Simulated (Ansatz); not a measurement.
# Effect of biaxial strain +1.50 %, plane normal [001], relaxed out of plane on Ag

Start from Ag in the fcc (Cu type) structure (space group Fm-3m, No. 225; a = 4.001 Å; relaxed with 0.1 eV smearing). Axes: x, y, z lie along the cube axes.

One thing is altered: biaxial strain +1.50 %, plane normal [001], relaxed out of plane (Cartesian); in-plane vectors clamped, the third vector and the atoms free.

Calculations: DFT with LDA, PAW potentials and a 420 eV plane-wave cutoff in Ansatz (an electronic-structure program), no spin-orbit coupling. k-mesh 28×28×28 (Γ-centred); smearing 0.1 eV (Fermi–Dirac).

The space group becomes I4/mmm (No. 139) (base: Fm-3m (No. 225)) and the shortest interatomic distance decreases by 0.010 Å to 2.819 Å. The energy goes up by 2.1 meV/atom and the band gap is still zero. The out-of-plane strain amounts to -2.25 % and the ratio −ε⊥/ε∥ is 1.50. The mean in-plane stress (compression positive) comes out as -1.3 GPa.

Cost of the whole job for the changed cell (relaxation, final SCF and bands): around 50 core-seconds (rough).

No phonon test of stability was made.
